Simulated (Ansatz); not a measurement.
**PBE against r2SCAN: Zr, Zr → Hf**

Take Zr in the hcp (Mg type) structure (space group P6_3/mmc, No. 194; a = 3.231 Å, c = 5.173 Å) as the base.

(Cell as relaxed with PBE.)

Levels (all Ansatz, a program for electronic structure, PAW): PBE (420 eV, no SOC); r2SCAN (500 eV, no spin-orbit coupling).

Each level relaxes its own structure.

| base | PBE | r2SCAN |
|---|---|---|
| volume per atom | 23.39 Å³ | 23.50 Å³ |
| lattice parameter a | 3.231 Å | 3.246 Å |
| band gap | zero | zero |

Modification: full substitution Zr → Hf; the structure is relaxed again.

```csv
quantity,PBE,r2SCAN
shortest interatomic distance,3.138 Å,(withheld)
c/a ratio,1.582,(withheld)
```

Problem. Predict the r2SCAN column.

Solution. 
- shortest interatomic distance, r2SCAN: 3.127 Å
- c/a ratio, r2SCAN: 1.578

PBE's shortest interatomic distance lies 0.011 Å above r2SCAN's (0.3 %); PBE's c/a ratio lies 0.004 above r2SCAN's. Neither level is exact; r2SCAN is the comparison here, not a measurement.

Stability against distortions was not tested. The final runs are not spin-polarised.
